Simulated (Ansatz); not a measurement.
The structure below was relaxed with Ansatz (a quantum-chemistry and plane-wave program) PBE, without spin-orbit coupling.

Space group I4/mmm (No. 139); a = 3.207 Å, b = 3.207 Å, c = 9.757 Å, α = 90.00°, β = 90.00°, γ = 90.00°

```tsv
atom	site	symmetry	x	y	z
Ta	4e	4mm	0.0000	0.0000	0.3411
V	2a	4/mmm	0.0000	0.0000	0.0000
```

Problem. Write out a cell with all atoms.

Solution. 
```xyz
6
Lattice="3.2069 0.0000 0.0000 0.0000 3.2069 0.0000 0.0000 0.0000 9.7566" Properties=species:S:1:pos:R:3 pbc="T T T"
Ta     1.6034     1.6034     1.5502
V      0.0000     0.0000     0.0000
Ta     0.0000     0.0000     3.3281
Ta     0.0000     0.0000     6.4285
V      1.6034     1.6034     4.8783
Ta     1.6034     1.6034     8.2064
```
This is the conventional cell.

Each cell is one ordered arrangement of few atoms, which overstates ordering effects compared with a random alloy. Stability against distortions was not tested. Seeded moments were not kept for x(V) = 0.333, 3 atoms, I4/mmm. The final runs are not spin-polarised. An odd electron count without spin: Ta2V. The cell was made from Ta by this change: x(V) = 0.333, 3 atoms, I4/mmm.
